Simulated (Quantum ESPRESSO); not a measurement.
# Habitual settings against a tight run: Pt (Fm-3m, 1 atom in the cell)

Self-consistent single point.

```
CELL_PARAMETERS angstrom
     -1.95186     0.00000     1.95186
      0.00000     1.95186     1.95186
     -1.95186     1.95186     0.00000
ATOMIC_POSITIONS crystal
  Pt 0.00000 0.00000 0.00000
```

Computed with PBE, GBRV 1.5 ultrasoft (PBE) pseudopotentials (plane waves; Quantum ESPRESSO).

Base settings: ecutwfc = 40 Ry; ecutrho = 320 Ry; occupations = smearing; smearing = cold; degauss = 0.019992 Ry; potentials = {Pt: pt_pbe_v1.4.uspp.F.UPF}; K_POINTS = automatic 10 10 10 0 0 0; conv_thr = 1e-11 Ry; mixing_beta = 0.5.

Tight run (finer mesh or higher cutoff; not a proven limit): ecutwfc: 40 Ry → 56 Ry; ecutrho: 320 Ry → 448 Ry; conv_thr: 1e-11 Ry → 7.3e-11 Ry; K_POINTS: automatic 10 10 10 0 0 0 → automatic 14 14 14 0 0 0. It gave Fermi level (on the code's own zero) 23.00 eV; pressure 13.38 GPa.

Quick runs, as changes from the base:
- A: the base itself
- B: ecutwfc: 40 Ry → 20 Ry; ecutrho: 320 Ry → 160 Ry; K_POINTS: automatic 10 10 10 0 0 0 → automatic 4 4 4 1 1 1
- C: ecutwfc: 40 Ry → 28 Ry; ecutrho: 320 Ry → 224 Ry; pseudopotentials: {Pt: pt_pbe_v1.4.uspp.F.UPF} → {Pt: pt_lda_v1.4.uspp.F.UPF}; K_POINTS: automatic 10 10 10 0 0 0 → automatic 8 8 8 1 1 1 [LDA (PZ)]

Energies are extrapolated to zero smearing width, which holds to low order in the width alone (under cold and Methfessel-Paxton smearing the free energy itself is taken).

Dashes: energy of C, another energy zero.

† marks runs with another functional, U, potentials or spin treatment: their distance from the tight run is not a convergence error alone.

The count of work is k-points × plane waves × bands × iterations; it is no time. 

The starting cell comes from a database of computed structures (which also holds hypothetical and non-ambient phases and stackings), without a prior relaxation at this level. Its lattice was rescaled by a random factor within 2.5 % of one. Spin polarisation is off. In the base run, with a pressure of about 13 GPa the cell is away from its equilibrium volume at this level.

```tsv
run	energy less tight (meV/atom)	pressure less tight (GPa)	count of work / tight
A	46.5	-0.54	0.28
B	5576.6	-314.39	0.021
C†	–	-31.83	0.23
```

Among the runs at the tight run's level, the energy misses run from 46.5 to 5576.6 meV/atom.

Left out of this page: 3 runs of the series outside the window shown, repeating another row's setting, or not comparable.
